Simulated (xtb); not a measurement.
xtb 6.7.1, GFN2-xTB: Cu(OH)(SH)(OH2)2 ([OH][Cu](<-[OH2])(<-[OH2])[SH]), charge 0, multiplicity 2, 11 atoms. The geometry is a generated start, not checked to be a minimum at this level.

```json
{
 "run_flags": "--grad",
 "method": "GFN2-xTB",
 "--acc": "1 (default)",
 "--etemp (K)": "300 (default)",
 "basis_functions": "38",
 "valence_electrons": "41"
}
```

```xyz
11

Cu     0.4169     0.0456    -0.4666
O      1.6144    -1.2129    -0.0870
H      2.5069    -1.0189    -0.3682
S      0.8490     2.0757     0.4786
H      1.8594     1.7014     1.2421
O     -1.2022     0.6541    -1.4954
H     -1.2690     1.6013    -1.3068
H     -1.9170     0.2021    -1.0250
O     -1.1826    -1.1829     0.7473
H     -1.0190    -0.8817     1.6466
H     -0.6568    -1.9839     0.6345
```

Charge 0 and multiplicity 2 are set for this test and not shown to be the ground state. GFN-xTB has no spin term: --uhf 1 sets the occupations alone.

One run each on 1 thread. Values of broydamp tried: 0.02, 0.05, 0.1, 0.2, 0.4 (default), 0.6, 0.8, 1.

### Question
Predict the course of the SCC iterations along this series.

### Answer
Fewest SCC iterations, within one of each other: 0.4 (default) with 16, 0.6 with 16, 1 with 17. The count rises to 32 at 0.02. All converge to one solution.

```json
[
 {"broydamp": "0.02", "SCC iterations": "32", "end": "same solution"},
 {"broydamp": "0.05", "SCC iterations": "25", "end": "same solution"},
 {"broydamp": "0.1", "SCC iterations": "22", "end": "same solution"},
 {"broydamp": "0.2", "SCC iterations": "18", "end": "same solution"},
 {"broydamp": "0.4 (default)", "SCC iterations": "16", "end": "same solution"},
 {"broydamp": "0.6", "SCC iterations": "16", "end": "same solution"},
 {"broydamp": "0.8", "SCC iterations": "18", "end": "same solution"},
 {"broydamp": "1", "SCC iterations": "17", "end": "same solution"}
]
```
